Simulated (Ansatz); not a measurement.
For BP (model structure, Pm-3m, No. 221, 2 atoms in the cell), LDA in Ansatz (PAW) gives:

```
Item                        Value
-------------------  ------------
lattice parameter a       2.679 Å
cohesive energy      4.42 eV/atom
```

Question: What does r²SCAN+rVV10 in Ansatz (PAW) give for the same quantities?

Answer: 
- lattice constant a: 2.709 Å (grows by 1.1 %)
- cohesive energy: 3.34 eV/atom (drops by 1.08 eV/atom)

Changes are worked out from the printed values.

Unless a cell is named, each level is at its own relaxed cell (LDA 9.62, r²SCAN+rVV10 9.94 Å³/atom).

Ansatz's density-functional and Hartree–Fock values are scalar-relativistic unless marked +SOC, with PAW data made under PBE.

A model structure was made by putting elements into a prototype or built by hand; it is no filed structure, need not be a known phase, and can be a saddle point held by its symmetry.

Ansatz is a first-principles code.
